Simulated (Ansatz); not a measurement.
## CuI: pressure series

Take CuI in the zinc blende structure (space group F-43m, No. 216; a = 5.939 Å) as the base.

Cell and atoms are relaxed at each pressure.

Computed with PBEsol (Ansatz, an electronic-structure program), no spin-orbit coupling.

Base values:

| Quantity | Value |
|---|---|
| Band gap | 1.17 eV |

Question: The aim is a band gap between 1.50 eV and 1.63 eV. Which of these changes reaches it?
(A) pressure 30 GPa
(B) pressure 9 GPa
(C) pressure 0.9 GPa

Answer: B, pressure 9 GPa. It gives 1.58 eV; pressure 0.9 GPa gives 1.22 eV; pressure 30 GPa gives 1.75 eV. Changes not listed may reach it too

With I present, leaving out spin-orbit coupling can change the band edges. Load acts through the strain it causes; cell and atoms are relaxed under it. No phonon test of stability was made. Tetrahedral semiconductors of this kind turn to denser phases somewhere between about 1 and 50 GPa; those were not computed, so compressed cells here can lie past the real transition. The final runs are not spin-polarised.
